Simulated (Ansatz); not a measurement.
Base system: Li in the bcc (W type) structure (space group Im-3m, No. 229; a = 3.434 Å; relaxed with 0.1 eV smearing). Axes: x, y, z lie along the cube axes.

All numbers come from Ansatz (a first-principles code) PBEsol, without spin-orbit coupling.

Base values:

```
Property            Value
---------------  --------
Volume per atom  20.25 Å³
```

Perturbation: biaxial strain +0.50 %, plane normal [001], relaxed out of plane (Cartesian); in-plane vectors clamped, the third vector and the atoms free.

Question: Predict the new volume per atom, in-plane stress and energy relative to the base.

Answer: The volume per atom increases by 0.03 Å³ (20.25 Å³ → 20.28 Å³); the mean in-plane stress (compression positive) is 0.0 GPa; the energy stays essentially unchanged.

No phonon test of stability was made.
